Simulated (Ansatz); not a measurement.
Problem. Name crystals whose electron conductivity mass lies between 0.36 and 0.56 mₑ and whose band gap lies between 0.34 and 0.53 eV, by Ansatz (a first-principles code) with PBEsol, rigid bands.

Solution. Many crystals can fit; among those computed here:
- NaNbSe₂ (P6_3/mmc): 0.54 mₑ, 0.48 eV

Masses are for dilute carriers at 300 K, harmonic means over directions unless an axis is named. Spin-orbit coupling is left out.

Formula and space group known from diffraction (Crystallography Open Database), not checked to be the room-temperature form: NaNbSe2 (P6_3/mmc).
